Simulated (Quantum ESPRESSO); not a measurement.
# Short convergence ladders for HfPt₃ (P4mm, 4 atoms in the cell)

```
HfPt3
1.0
    4.02246     0.00000     0.00000
    0.00000     4.02246     0.00000
    0.00000     0.00000     4.02246
Hf Pt
1 3
Direct
  0.00000   0.00000   0.01243
  0.50000   0.50000   0.00000
  0.00000   0.50000   0.50000
  0.50000   0.00000   0.50000
```

Base method: LDA (PZ), GBRV 1.5 ultrasoft (LDA) pseudopotentials (plane waves; Quantum ESPRESSO).

Base settings: ecutwfc = 40 Ry; ecutrho = 320 Ry; occupations = smearing; smearing = gauss; degauss = 0.0073499 Ry; potentials = {Hf: hf_lda_v1.uspp.F.UPF, Pt: pt_lda_v1.4.uspp.F.UPF}; K_POINTS = automatic 4 4 4 0 0 0; conv_thr = 1e-09 Ry.

The count of work is k-points × plane waves × bands × iterations; it is no time. Core times come from one kind of shared machine, to one figure; runs under 30 s give none.

**The k-point mesh**

Only quantities that move along the ladder and can be compared are tabulated.

| K_POINTS | free energy less the last step's (meV/atom) | pressure (GPa) | largest difference of a force vector from the last step's (eV/Å) | count of work / last |
|---|---|---|---|---|
| automatic 2 2 2 0 0 0 | 244.22 | -8.76 | 0.242 | 0.031 |
| automatic 3 3 3 0 0 0 | 19.91 | -12.19 | 0.019 | 0.031 |
| automatic 4 4 4 0 0 0 | -6.16 | -13.19 | 0.004 | 0.093 |
| automatic 5 5 5 0 0 0 | 0.86 | -13.21 | 0.003 | 0.099 |
| automatic 7 7 7 0 0 0 | 3.25 | -13.26 | 0.002 | 0.20 |
| automatic 9 9 9 0 0 0 | 0.55 | -13.23 | 0.002 | 0.41 |
| automatic 11 11 11 0 0 0 | -0.56 | -13.23 | 0.002 | 0.69 |
| automatic 13 13 13 0 0 0 | 0.00 | -13.26 | 0.000 | 1.0 |

Coarsest K_POINTS that holds the forces within 0.01 eV/Å of the last step, with all finer ones: automatic 4 4 4 0 0 0, at 0.093 of the last step's count of work; the step before is off by 0.019 eV/Å.

Coarsest K_POINTS that holds the free energy within 2 meV/atom of the last step, with all finer ones: automatic 9 9 9 0 0 0, at 0.41 of the last step's count of work; the step before is off by 3.2 meV/atom.

Coarsest K_POINTS that holds the pressure within 0.2 GPa of the last step, with all finer ones: automatic 4 4 4 0 0 0, at 0.093 of the last step's count of work; the step before is off by 1.1 GPa.

**The k-point mesh at a smearing width of 0.05 eV**

In this ladder: degauss = 0.0036749 Ry.

The second cell is the first with its lattice scaled by 0.98.

Only quantities that move along the ladder and can be compared are tabulated.

```tsv
K_POINTS	free energy less the last step's (meV/atom)	energy of the compressed cell less the first (meV/atom)	pressure (GPa)	largest difference of a force vector from the last step's (eV/Å)	count of work / last	core time / last (rough)
automatic 3 3 3 0 0 0	21.08	-23.42	-12.19	0.019	0.033	–
automatic 5 5 5 0 0 0	1.02	-29.62	-13.21	0.003	0.099	–
automatic 8 8 8 0 0 0	2.22	-29.93	-13.25	0.001	0.39	0.5
automatic 11 11 11 0 0 0	-0.49	-29.86	-13.23	0.002	0.69	0.7
automatic 13 13 13 0 0 0	0.00	-30.04	-13.27	0.000	1.0	1
```

Coarsest K_POINTS that holds the forces within 0.01 eV/Å of the last step, with all finer ones: automatic 5 5 5 0 0 0, at 0.099 of the last step's count of work; the step before is off by 0.019 eV/Å.

Coarsest K_POINTS that holds the pressure within 0.2 GPa of the last step, with all finer ones: automatic 5 5 5 0 0 0, at 0.099 of the last step's count of work; the step before is off by 1.1 GPa.

Coarsest K_POINTS that holds the energy of the compressed cell less the first within 1 meV/atom of the last step, with all finer ones: automatic 5 5 5 0 0 0, at 0.099 of the last step's count of work; the step before is off by 6.6 meV/atom.

The energy difference between the two cells stays within 1 meV/atom of the last step's from automatic 5 5 5 0 0 0 on, the total only from automatic 11 11 11 0 0 0 on: much of the error is common to both cells and cancels.

**The mesh under tetrahedron occupations**

In this ladder: occupations = tetrahedra_opt; smearing = default; degauss = default.

Only quantities that move along the ladder and can be compared are tabulated.

| K_POINTS | free energy less the last step's (meV/atom) | count of work / last | core time / last (rough) |
|---|---|---|---|
| automatic 7 7 7 0 0 0 | 3.15 | 0.085 | 0.1 |
| automatic 10 10 10 0 0 0 | 0.78 | 0.25 | 0.3 |
| automatic 15 15 15 0 0 0 | 0.15 | 0.61 | 0.6 |
| automatic 19 19 19 0 0 0 | 0.00 | 1.0 | 1 |

Coarsest K_POINTS that holds the free energy within 2 meV/atom of the last step, with all finer ones: automatic 10 10 10 0 0 0, at 0.25 of the last step's count of work and about 0.3 of the last step's time; the step before is off by 3.2 meV/atom.

On the base run: the starting cell comes from a database of computed structures (which also holds hypothetical and non-ambient phases and stackings), without a prior relaxation at this level. Its lattice was rescaled by up to half a per cent. One atom was moved a little off its site on purpose. Spin polarisation is off. In the base run, with a pressure of about -13 GPa the cell is away from its equilibrium volume at this level. Without a gap this mesh is coarse (it stands for a supercell whose shortest vector is 16 Å).

Left out of this page: 1 run of the series failed or unconverged.
